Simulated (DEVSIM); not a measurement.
Device: illuminated GaAs p-on-n cell, one wavelength, at 300 K.

| layer (left to right) | material | thickness (μm) | Nd (cm⁻³) | Na (cm⁻³) | τn (s) | τp (s) | absorption coefficient (cm⁻¹) |
|---|---|---|---|---|---|---|---|
| 1 | GaAs | 0.370 | - | 1.4e18 | 1.6e-8 | 4.6e-10 | 1e5 |
| 2 | GaAs | 1.30 | 2.1e16 | - | 3.5e-8 | 3.5e-8 | 1e5 |

Left contact: ohmic, minority electron recombination velocity 700 cm/s. Right contact: ohmic, minority hole recombination velocity 7e5 cm/s. Voltage is applied to the left contact. Recombination: SRH at mid-gap, radiative, Auger. Light enters at the left, 4.2e17 photons cm⁻² s⁻¹, one pass, no reflection. Mobility is μmin + (μ − μmin)/(1 + (N/Nref)^α).

The device is made up for the run: typed textbook-type constants, with dimensions and the other settings drawn at random. Values at 300 K.

```tsv
parameter	GaAs
gap (eV)	1.424
affinity (eV)	4.07
permittivity	12.9
Nc (cm⁻³)	4.7e17
Nv (cm⁻³)	9e18
μn (cm²/Vs)	8500
μp (cm²/Vs)	400
μn,min	500
μp,min	20
Nref,n	6e16
Nref,p	1.5e17
αn	0.39
αp	0.38
B (cm³/s)	2e-10
Cn (cm⁶/s)	1e-30
Cp (cm⁶/s)	1e-30
```

Model (solved in DEVSIM): 1D drift-diffusion, Boltzmann statistics, complete ionisation; no tunnelling, impact ionisation, image-force lowering or self-heating.

The minority lifetime in layer 2 was swept, all else fixed.

| minority lifetime in layer 2 (s) | largest power (mW/cm²) | open-circuit voltage (V) | fill factor | dark forward voltage at 1 A/cm² (V) |
|---|---|---|---|---|
| 1.1e-9 | 55.0 | 0.961 | 0.86 | 1.037 |
| 3.5e-9 | 56.1 | 0.971 | 0.87 | 1.045 |
| 1e-8 | 56.7 | 0.976 | 0.87 | 1.049 |
| 3.5e-8 | 57.1 | 0.979 | 0.87 | 1.051 |
| 1.1e-7 | 57.3 | 0.980 | 0.88 | 1.051 |
| 3.5e-7 | 57.4 | 0.981 | 0.88 | 1.052 |
| 1.1e-6 | 57.5 | 0.981 | 0.88 | 1.052 |

From the first row to the last the largest power goes from 55.0 to 57.5. From the first row to the last the open-circuit voltage goes from 0.961 to 0.981.
